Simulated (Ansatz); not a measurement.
# Point defect O interstitial started at a bond centre + Sb on the Si site (second shell) in silicon

All values below come from PBE, PAW (plane waves to 420 eV; Ansatz, a program for electronic structure). A 2×2×2 supercell of 64 sites was used; the energies come from a 2×2×2 shifted sampling of its zone. Sites at the start: bond centre of Si and Si, 2.37 Å; Si 2.73 Å away. Energies of charged states are corrected for periodic images (point charge plus alignment at distant sites). Dielectric constants: PBE linear response of the host. Host gap at this level: 0.61 eV. A cell of this size leaves errors of a few tenths of an eV. The semilocal functional narrows the gap, so deep levels can fall outside it. Spin–orbit coupling is left out, which matters for these heavy elements. Each state is the lowest found from its start.

```json
[
 {"charge": "+1", "moment (μB)": "not spin-polarised", "point group": "C1", "largest move off a lattice site (Å)": "0.47", "image correction with alignment (eV)": "0.36"},
 {"charge": "0†", "moment (μB)": "quenched", "point group": "–", "largest move off a lattice site (Å)": "0.43", "image correction with alignment (eV)": "0.00"},
 {"charge": "−1†", "moment (μB)": "not spin-polarised", "point group": "–", "largest move off a lattice site (Å)": "0.42", "image correction with alignment (eV)": "-0.15"}
]
```

† Not settled in this cell, so no level is given: charge 0: a level filled in part, carriers not clearly localised, level within 0.1 eV of a band edge or past it; charge −1: carriers not clearly localised, level within 0.1 eV of a band edge or past it.

Point groups are those of the whole cell at tolerances of 0.03 and 0.1 Å ("near" where only the looser one holds); none is given for unsettled states.

Starting moments that weren't kept: charge 0 began with 1 μB and ended with 0.0.

Flagged in the runs: a doubtful potential alignment, a strain field that reaches the edge of the cell.
